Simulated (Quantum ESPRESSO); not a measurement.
**Several settings converged on Cd3Pt (I4mm, 4 atoms in the cell)**

```xyz
4
Lattice="-2.0864 2.0864 4.3373 2.0864 -2.0864 4.3373 2.0864 2.0864 -4.3373" Properties=species:S:1:pos:R:3 pbc="T T T"
Cd     0.0000     2.0864     2.1686
Cd     2.0864     0.0000     2.1686
Cd     0.0000     0.0000     4.3873
Pt     0.0000     0.0000     0.0000
```

Base method: LDA (PZ), GBRV 1.5 ultrasoft (LDA) pseudopotentials (plane waves; Quantum ESPRESSO).

Base settings: ecutwfc = 40 Ry; ecutrho = 320 Ry; occupations = smearing; smearing = fermi-dirac; degauss = 0.0073499 Ry; potentials = {Cd: cd_lda_v1.uspp.F.UPF, Pt: pt_lda_v1.4.uspp.F.UPF}; K_POINTS = automatic 4 4 4 0 0 0; conv_thr = 1e-09 Ry; mixing_beta = 0.3.

The count of work is k-points × plane waves × bands × iterations; it is no time. Core times come from one kind of shared machine, to one figure; runs under 30 s give none.

**The cutoff for other potential files**

Level: DFT, LDA (PZ), plane waves, PSlibrary PAW (LDA) pseudopotentials.

In this ladder: pseudopotentials = {Cd: Cd.pz-n-kjpaw_psl.1.0.0.UPF, Pt: Pt.pz-n-kjpaw_psl.1.0.0.UPF}. Moved along: ecutrho.

The second cell is the first with its lattice scaled by 0.98.

The mesh stays at the base's, so the ladder's end is converged at best in this setting alone.

Only quantities that move along the ladder and can be compared are tabulated.

| ecutwfc | free energy less the last step's (meV/atom) | energy of the compressed cell less the first (meV/atom) | pressure (GPa) | largest difference of a force vector from the last step's (eV/Å) | count of work / last | core time / last (rough) |
|---|---|---|---|---|---|---|
| 20 Ry | 20689.58 | 86.30 | -857.60 | 0.194 | 0.13 | 0.2 |
| 25 Ry | 3166.99 | -16.10 | -186.56 | 0.193 | 0.20 | 0.2 |
| 31 Ry | 259.00 | -38.24 | -26.52 | 0.001 | 0.22 | 0.3 |
| 45 Ry | 56.98 | -37.07 | -9.76 | 0.001 | 0.36 | 0.4 |
| 68 Ry | 6.37 | -37.11 | -8.32 | 0.000 | 0.66 | 0.6 |
| 90 Ry | 0.00 | -37.09 | -8.27 | 0.000 | 1.0 | 1 |

Coarsest ecutwfc that holds the forces within 0.01 eV/Å of the last step, with all finer ones: 31 Ry, at 0.22 of the last step's count of work and about 0.3 of the last step's time; the step before is off by 0.19 eV/Å.

Coarsest ecutwfc that holds the free energy within 5 meV/atom: not settled: the last two steps still differ by 6.4 meV/atom, over half the tolerance, so the ladder does not show it.

Coarsest ecutwfc that holds the energy of the compressed cell less the first within 0.2 meV/atom of the last step, with all finer ones: 45 Ry, at 0.36 of the last step's count of work and about 0.4 of the last step's time; the step before is off by 1.2 meV/atom.

At the lowest cutoff the pressure lies 849 GPa under the last step's, the usual sign of Pulay stress in an incomplete plane-wave basis.

**The density cutoff**

The second cell is the first with its lattice scaled by 0.98.

The mesh stays at the base's, so the ladder's end is converged at best in this setting alone.

Only quantities that move along the ladder and can be compared are tabulated.

```tsv
ecutrho	free energy less the last step's (meV/atom)	energy of the compressed cell less the first (meV/atom)	pressure (GPa)	core time / last (rough)
80 Ry	-10.31	-34.88	-7.77	0.3
120 Ry	-0.49	-36.49	-8.79	0.4
160 Ry	0.04	-36.49	-8.74	0.4
240 Ry	0.02	-36.47	-8.75	0.5
320 Ry	0.01	-36.49	-8.75	0.5
400 Ry	0.00	-36.49	-8.75	0.6
640 Ry	0.00	-36.47	-8.75	1
```

Coarsest ecutrho that holds the energy of the compressed cell less the first within 0.5 meV/atom of the last step, with all finer ones: 120 Ry, at about 0.4 of the last step's time; the step before is off by 1.6 meV/atom.

Coarsest ecutrho that holds the pressure within 0.2 GPa of the last step, with all finer ones: 120 Ry, at about 0.4 of the last step's time; the step before is off by 0.98 GPa.

Coarsest ecutrho that holds the free energy within 1 meV/atom of the last step, with all finer ones: 120 Ry, at about 0.4 of the last step's time; the step before is off by 10 meV/atom.

On the base run: the starting cell comes from a database of computed structures (which also holds hypothetical and non-ambient phases and stackings), without a prior relaxation at this level. Its lattice was rescaled by up to half a per cent. One atom was moved a little off its site on purpose. Spin polarisation is off. In the base run, with a pressure of about -9 GPa the cell is away from its equilibrium volume at this level. Without a gap this mesh is coarse (it stands for a supercell whose shortest vector is 17 Å).
